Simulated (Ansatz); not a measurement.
The reference is ZnS in the zinc blende structure (space group F-43m, No. 216).

```
ZnS
1.0
    0.00000     2.67832     2.67832
    2.67832     0.00000     2.67832
    2.67832     2.67832     0.00000
Zn S
1 1
Direct
  0.00000   0.00000   0.00000
  0.25000   0.25000   0.25000
```

Cartesian axes are those of the cell as printed.

Level of theory: PBEsol, PAW, 420 eV (Ansatz, a first-principles code; no spin-orbit coupling).

It is then changed as follows: an isotropic linear strain of −1.50 %; the atoms relax in the strained cell.

Task: Predict the stress tensor and what it implies for the stiffness.

Result: Stress of the strained cell less that of the base (GPa, compression positive):
```
   3.96    0.00    0.00
   0.00    3.96    0.00
   0.00    0.00    3.96
```

Then B = −ΔP/(ΔV/V₀) with ΔV/V₀ = -0.0443 gives secant stiffness values (nonlinear terms included at this strain): B ≈ 89 GPa.

As a check, the harmonic strain energy −½ V₀ Δσ:ε is 11 meV/atom; the computed energy rise is 10 meV/atom.

Stability against distortions was not tested.
